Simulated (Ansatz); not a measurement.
## The (111)B surface of zinc-blende BN, N-terminated, 2x2 with 3 H on 4 top atoms (bottom of the slab: 3 H on 4 bottom sites)

All values below come from PBE (plane waves to 420 eV, PAW; Ansatz, a first-principles code).

Set-up: 46 atoms, 11.2 Å thick at the start with caps and adatoms (thin: gaps and levels are the slab's own); mesh 5x5x1; 0.025 eV smearing; dipole correction on; 8 atoms held, the rest relaxed; held to the start's symmetry, so lower structures may exist; no spin, no spin-orbit, no U.

```
Item                                                              Value
-----------------------------------------------  ----------------------
gap of the slab on its k-mesh                                   2.76 eV
highest filled level below the top vacuum level                 3.71 eV
energy released by relaxation                                   1.62 eV
cost                                             roughly 3 core-minutes
```
